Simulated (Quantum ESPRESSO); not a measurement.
Worked example: self-consistent single point of Sc₃SnB (Pm-3m, 5 atoms in the cell) in Quantum ESPRESSO.

Level of theory: LDA (PW92), PseudoDojo standard norm-conserving (LDA) pseudopotentials (plane waves; Quantum ESPRESSO).

The change in words: lattice scaled by 0.98. Reference geometry:
```xyz
5
Lattice="4.6642 0.0000 0.0000 0.0000 4.6642 0.0000 0.0000 0.0000 4.6642" Properties=species:S:1:pos:R:3 pbc="T T T"
Sc     2.3321     0.0000     2.3321
Sc     0.0000     2.3321     2.3321
Sc     2.3321     2.3321     0.0000
Sn     0.0000     0.0000     0.0000
B      2.3321     2.3321     2.3321
```

Reference input (self-consistent single point, DFT, LDA (PW92), plane waves, PseudoDojo standard norm-conserving (LDA) pseudopotentials): ecutwfc = 80 Ry; occupations = smearing; smearing = fd; degauss = 0.0073499 Ry; potentials = {Sc: Sc.upf, Sn: Sn.upf, B: B.upf}; K_POINTS = automatic 6 6 6 0 0 0; conv_thr = 1e-10 Ry. This run's input differs from it in these lines:

```diff
@@ -25,11 +25,11 @@
 CELL_PARAMETERS {bohr}
-   8.8140775980     0.0000000000     0.0000000000
-   0.0000000000     8.8140775980     0.0000000000
-   0.0000000000     0.0000000000     8.8140775980
+   8.6377963862     0.0000000000     0.0000000000
+   0.0000000000     8.6377963862     0.0000000000
+   0.0000000000     0.0000000000     8.6377963862
 ATOMIC_POSITIONS {angstrom}
-Sc    2.3321045000    0.0000000000    2.3321045000
-Sc    0.0000000000    2.3321045000    2.3321045000
-Sc    2.3321045000    2.3321045000    0.0000000000
+Sc    2.2854625000    0.0000000000    2.2854625000
+Sc    0.0000000000    2.2854625000    2.2854625000
+Sc    2.2854625000    2.2854625000    0.0000000000
 Sn    0.0000000000    0.0000000000    0.0000000000
-B     2.3321045000    2.3321045000    2.3321045000
+B     2.2854625000    2.2854625000    2.2854625000
 K_POINTS {automatic}
```

Output (repeated stretches shortened):

```
     Self-consistent Calculation

     iteration #  1     ecut=    80.00 Ry     beta= 0.70

     total energy              =    -452.71663064 Ry
     estimated scf accuracy    <       1.43528341 Ry

     iteration #  2     ecut=    80.00 Ry     beta= 0.70

     total energy              =    -453.01177202 Ry
     estimated scf accuracy    <       2.86599277 Ry

     iteration #  3     ecut=    80.00 Ry     beta= 0.70

     total energy              =    -453.48652633 Ry
     estimated scf accuracy    <       0.02632848 Ry

   [... 12 blocks of this kind left out ...]

     iteration # 16     ecut=    80.00 Ry     beta= 0.70

     total energy              =    -453.49587678 Ry
     estimated scf accuracy    <          3.8E-10 Ry

     iteration # 17     ecut=    80.00 Ry     beta= 0.70
     End of self-consistent calculation

     the Fermi energy is    10.6859 ev

!    total energy              =    -453.49587678 Ry
     estimated scf accuracy    <          8.0E-11 Ry
     smearing contrib. (-TS)   =      -0.00355997 Ry
     internal energy E=F+TS    =    -453.49231681 Ry

     convergence has been achieved in  17 iterations

     Forces acting on atoms (cartesian axes, Ry/au):

     atom    1 type  1   force =     0.00000000    0.00000000    0.00000000
   [... zero for the other atoms too ...]

     Total force =     0.000000     Total SCF correction =     0.000000

          total   stress  (Ry/bohr**3)                   (kbar)     P=      -11.63
  -0.00007907   0.00000000   0.00000000          -11.63        0.00        0.00
   0.00000000  -0.00007907   0.00000000            0.00      -11.63        0.00
   0.00000000   0.00000000  -0.00007907            0.00        0.00      -11.63

   JOB DONE.
```

The run converged in 17 iterations. Against the reference run the free energy goes down by 27.5 meV/atom and the pressure goes from -6.01 to -1.16 GPa.

The starting cell comes from a database of computed structures (which also holds hypothetical and non-ambient phases and stackings), without a prior relaxation at this level. Its lattice was rescaled by a random factor within 2.5 % of one. For this run, on top of that: lattice scaled by 0.98.

Cost on one core of a shared machine: roughly 2 min.
